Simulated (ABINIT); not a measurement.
Worked example: self-consistent single point of RbNO3 (R32, 5 atoms in the cell) in ABINIT.

Level of theory: LDA (PW92), norm-conserving pseudopotentials (PseudoDojo nc-sr-04 LDA standard) (plane waves; ABINIT).

```xyz
5
Lattice="3.1115 1.7964 3.1178 -3.1115 1.7964 3.1178 0.0000 -3.5928 3.1178" Properties=species:S:1:pos:R:3 pbc="T T T"
Rb     0.0000     0.0000     4.6767
N      0.0000     0.0000     0.0000
O     -2.4687     0.6831     3.1178
O      0.6427    -2.4796     3.1178
O      1.8260     1.7964     3.1178
```

Reference input (self-consistent single point, DFT, PBEsol, plane waves, norm-conserving pseudopotentials (PseudoDojo nc-sr-04 PBEsol standard)): pseudos = [Rb.upf, N.upf, O.upf]; ecut = 84 Ry; occopt = 1; ngkpt = 5 5 5; nshiftk = 1; shiftk = 0 0 0; potentials = PseudoDojo nc-sr-04 PBEsol standard; nband = 18; kptopt = 1; nstep = 50; tolvrs = 1e-10; diemac = 4. This run's input differs from it in these lines:

```diff
@@ -1,2 +1,2 @@
-# RbNO3, PseudoDojo nc-sr-04 PBEsol standard
+# RbNO3, PseudoDojo nc-sr-04 LDA standard
 pp_dirpath "./"
```

Its files differ too (potentials: PseudoDojo nc-sr-04 PBEsol standard → PseudoDojo nc-sr-04 LDA standard).

Output, abridged:

```
--- !BeginCycle
solver: {iscf: 7, nstep: 50, nline: 4, wfoptalg: 0, }
tolerances: {tolvrs: 1.00E-10, }
...

     iter   Etot(hartree)      deltaE(h)  residm     vres2
 ETOT  1  -86.533439075863    -8.653E+01 2.802E-01 3.749E+02
 ETOT  2  -86.787837925291    -2.544E-01 6.977E-02 5.583E+02
 ETOT  3  -86.911095218069    -1.233E-01 3.667E-02 2.838E+01
 ETOT  4  -86.917906630079    -6.811E-03 5.917E-03 1.518E+00
 ETOT  5  -86.918287869108    -3.812E-04 2.971E-03 5.971E-01
   [... 4 lines left out ...]
 ETOT 10  -86.918396578901    -7.941E-10 1.678E-04 8.405E-09
 ETOT 11  -86.918396578908    -6.978E-12 9.466E-05 2.577E-09
 ETOT 12  -86.918396578905     2.458E-12 7.407E-05 2.416E-10
 ETOT 13  -86.918396578909    -3.524E-12 4.191E-05 5.891E-11
 At SCF step   13       vres2   =  5.89E-11 < tolvrs=  1.00E-10 =>converged.

 Cartesian components of stress tensor (hartree/bohr^3)
  sigma(1 1)=  3.04189250E-04  sigma(3 2)=  2.99622046E-11
  sigma(2 2)=  3.04189249E-04  sigma(3 1)=  0.00000000E+00
  sigma(3 3)=  4.81684817E-05  sigma(2 1)=  0.00000000E+00

 ----iterations are completed or convergence reached----

 reduced coordinates (array xred) for    5 atoms
       0.500000002158      0.500000002158      0.500000002197
       0.000000002158      0.000000002158      0.000000002197
       0.000000002158      0.793428003433      0.206572000923
       0.206572000884      0.000000002158      0.793428003471
       0.793428003433      0.206572000884      0.000000002197
 cartesian forces (eV/Angstrom) at end:
    1     -0.00000000000000     0.00000000000000    -0.00000000000000
   [... lines left out ...]
 Fermi (or HOMO) energy (hartree) =  -0.06230   Average Vxc (hartree)=  -0.29139
   [... lines left out ...]
total_energy        : -8.69183965789086E+01
total_energy_eV     : -2.36516985380439E+03
band_energy         : -1.31340375329352E+01
...

-Cartesian components of stress tensor (GPa)         [Pressure= -6.4388E+00 GPa]
- sigma(1 1)=  8.94955522E+00  sigma(3 2)=  8.81518345E-07
- sigma(2 2)=  8.94955519E+00  sigma(3 1)=  0.00000000E+00
- sigma(3 3)=  1.41716542E+00  sigma(2 1)=  0.00000000E+00

 Calculation completed.
```

The run converged in 13 iterations. Against the reference run the pressure goes from -4.28 to -6.44 GPa, the largest force goes from 1.545 to 1.932 eV/Å and the gap on the mesh goes from 2.931 to 2.835 eV.

The starting cell comes from a database of computed structures (which also holds hypothetical and non-ambient phases and stackings), without a prior relaxation at this level. Its lattice was rescaled by a random factor within 2.5 % of one. With a pressure of about -6 GPa the cell is away from its equilibrium volume at this level. Forces in this geometry exceed 1 eV/Å.

Cost on one core of a shared machine: roughly 80 s.
